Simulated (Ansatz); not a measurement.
## A computed series for W2C: pressure series

Consider W$_{2}$C (space group P-3m1, No. 164).

```yaml
crystal:
  lattice:
    - [3.03475, 0.00000, 0.00000]
    - [-1.51737, 2.62817, 0.00000]
    - [0.00000, 0.00000, 4.65634]
  atoms:
    - { symbol: C, position: [0.00000, 0.00000, 0.00000] }
    - { symbol: W, position: [0.33333, 0.66667, 0.25517] }
    - { symbol: W, position: [0.66667, 0.33333, 0.74483] }
```

Cell and atoms are relaxed at each pressure.

Level of theory: DFT with PBE-D3(BJ), PAW potentials and a 420 eV plane-wave cutoff in Ansatz (a quantum-chemistry and plane-wave program), no SOC.

```tsv
variant	shortest interatomic distance	density
base	4.001 bohr	16.98 g/cm³
pressure −2 GPa	4.007 bohr	16.87 g/cm³
pressure −1 GPa	4.004 bohr	16.93 g/cm³
pressure 0.9 GPa	3.998 bohr	?
pressure 2.1 GPa	?	?
pressure 4.5 GPa	3.987 bohr	?
```

Some entries are withheld; estimate them.


- pressure 0.9 GPa, density: 17.02 g/cm³
- pressure 2.1 GPa, shortest interatomic distance: 3.994 bohr
- pressure 2.1 GPa, density: 17.08 g/cm³
- pressure 4.5 GPa, density: 17.21 g/cm³

Load acts through the strain it causes; cell and atoms are relaxed under it. No phonon test of stability was made. The final runs are not spin-polarised.
